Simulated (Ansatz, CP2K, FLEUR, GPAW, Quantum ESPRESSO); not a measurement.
Code comparison for Mg3CdO4 (Pm-3m, 8 atoms in the cell)

Self-consistent single point, at a second geometry (lattice scaled by 0.98). First geometry:

```
CELL_PARAMETERS angstrom
      4.44664     0.00000     0.00000
      0.00000     4.44664     0.00000
      0.00000     0.00000     4.44664
ATOMIC_POSITIONS crystal
  Mg 0.00000 0.50000 0.50000
  Mg 0.50000 0.00000 0.50000
  Mg 0.50000 0.50000 0.00000
  Cd 0.00000 0.00000 0.00000
  O  0.50000 0.00000 0.00000
  O  0.00000 0.50000 0.00000
  O  0.00000 0.00000 0.50000
  O  0.50000 0.50000 0.50000
```

Shared settings, as Ansatz (a quantum-chemistry and plane-wave program) writes them: kpoints.mp_grid.grid = 6 6 6; scf.occupations.method = fixed. Potentials and cutoffs stand in the table.

| code | model | ΔF from the first geometry (meV/atom) | pressure (GPa) | gap on the mesh (eV) | cutoff |
|---|---|---|---|---|---|
| Quantum ESPRESSO | PBEsol, GBRV 1.5 ultrasoft (PBESOL) pseudopotentials | -0.8 | 4.49 | 1.109 | 40 Ry |
| Ansatz | PBEsol, PAW files made with PBE | -4.0 | 3.38 | 1.157 | 30.9 Ry |
| FLEUR | PBEsol, all-electron FLAPW (FLEUR), scalar-relativistic valence | -2.8 | – | 1.248 | Kmax 4.4 1/bohr |
| GPAW | PBEsol, GPAW PAW datasets PBEsol (made by gpaw-setup) | -3.2 | – | 1.121 | 900 eV |
| CP2K | PBEsol, GPW, DZVP-MOLOPT-PBE-GTH basis, GTH-PBE potentials (POTENTIAL_UZH) | 16.7 | 9.24 | 0.923 | grid 1000 Ry |

A dash marks a value that a program does not give, or that is left out as unsure.

Gaps are read on the mesh.

The spread over the programs that give each value: ΔF from the first geometry within 20.7 meV/atom; pressure within 5.86 GPa; gap on the mesh within 0.325 eV.

CP2K uses small atom-centred bases, whose incompleteness enters pressures, forces and empty levels differently from a plane-wave cutoff. FLEUR treats all electrons, but the usual bases taken here (sphere radii, linearisation, local orbitals, empty states) were not tested for convergence, so the values are no reference for the others. Ansatz's pressure is given at a fixed set of plane waves, as the other plane-wave codes print theirs; with its correction for the finite basis it is 3.76 GPa (the shift of 0.38 GPa shows how far the cutoff is from converged). The pressure of GPAW is left out: its cutoff lies under the one at which its stress was checked. In the pressure, CP2K (by 5.30) lies more than 1 GPa from the median of the plane-wave programs. In the gap, FLEUR (by 0.127) and CP2K (by 0.198) lie more than 0.12 eV from the median of the plane-wave programs.

The starting cell comes from a database of computed structures (which also holds hypothetical and non-ambient phases and stackings), without a prior relaxation at this level. For this run, on top of that: lattice scaled by 0.98.

Left out of this page: ABINIT and Elk (failed or unconverged).

Keys are those of Ansatz 0.2.
